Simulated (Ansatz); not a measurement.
We consider rock-salt YTe, described by PBEsol (Ansatz, an electronic-structure program, plane waves, PAW).

Input:

Ansatz 0.2 input:
```yaml
crystal:
  lattice:
    - [0.0, 3.060287041, 3.060287041]
    - [3.060287041, 0.0, 3.060287041]
    - [3.060287041, 3.060287041, 0.0]
  atoms:
    - { symbol: Y, position: [0.0, 0.0, 0.0] }
    - { symbol: Te, position: [0.5, 0.5, 0.5] }
basis:
  ecutwfc: 520
  ecutrho_ratio: 4
  xc_grid: 2
kpoints:
  mp_grid: { grid: [16, 16, 16] }
hamiltonian:
  xc: pbesol
  dispersion: none
  pseudopotentials: { kind: paw }
scf:
  occupations: { method: fermi_dirac, width: 0.05 }
output:
  forces: true
  stress: true
  eigenvalues: true
relax:
  f_tol: 0.004
  escape_saddle: false
  max_steps: 80
```

Output (set-up and result lines):

```
WARN output.stress: scf.convergence.dr2_threshold = 1e-7 eV (the SCF's general default) is looser than the 2e-10 eV advised for a printed stress (1e-10 eV for …
Relaxation: its limit of steps is 80 (relax.max_steps)
Crystal: 2 atoms, lattice volume = 57.321 Å³
Basis set: ecut = 520 eV, 1471 PW (Γ), exchange–correlation on 72×72×72 points (8 copies of the dense FFT grid, shifted against one another)
Bands: 18, of which v1, the nominal top of the filled ones, is band 14 counted from 1 (13 counted from 0)
Symmetry: 48 space group operations
Space group: Fm-3m (ITA 225), of the structure as read, at distance tolerance 3.9e-5 Å
k-points: 145 of 4096
Functional: x = pbesol(κ = 0.804, μ = 0.12345679012345678), c = pbesol(β = 0.046)
SCF iter   1: F=—  HF=-10699.344783 eV  |F-HF|=—  |Δ(HF+E_count)|=         —  Δρ=2.46e-3  dr2=3.79e-3
SCF iter   2: F=—  HF=-10699.342831 eV  |F-HF|=—  |Δ(HF+E_count)|=   1.95e-3  Δρ=1.57e-3  dr2=1.72e-3
  ...
SCF iter   6: F=—  HF=-10699.342411 eV  |F-HF|=—  |Δ(HF+E_count)|=   1.23e-5  Δρ=7.15e-5  dr2=2.69e-6
SCF iter   7: F=-10699.342409 eV  HF=-10699.342410 eV  |F-HF|=1.40e-7  |Δ(HF+E_count)|=   1.82e-6  Δρ=1.40e-5  dr2=9.84e-8
SCF 1 converged in 7 iterations: F = -10699.342409 eV  dr2 = 9.84e-8
relax step   1: F+E_penalty+E_count = -10699.34240948 eV  Δ(F+E_penalty+E_count) = +0.000e0 eV  max|allowed force component| = 2.163e-29 eV/Å  Δτ_max = 0.0000 Å  (7 SCF iters, accepted)
SCF converged after 7 iterations
Free energy (F): -10699.342409 eV
Internal energy: -10699.332426 eV  (E = F + TS)
E sigma→0 (E₀):  -10699.337418 eV
Fermi energy:    12.037166 eV
--- Forces (eV/Å), atoms counted from 1 ---
  atom   1  Y     -0.00000000    -0.00000000    -0.00000000
  atom   2  Te     0.00000000     0.00000000     0.00000000
--- Stress (GPa, compression-positive) ---
       -1.308683      -0.000000       0.000000
        0.000000      -1.308683      -0.000000
        0.000000       0.000000      -1.308683
  P = ⅓ Tr σ = -1.3087 GPa (-13.087 kbar)
```

The cell is one volume of an energy–volume scan, off the minimum.

The PAW data were made under PBE.

Note: the relaxation could not lower the start's symmetry, so the cell can be a saddle point above a distorted one.
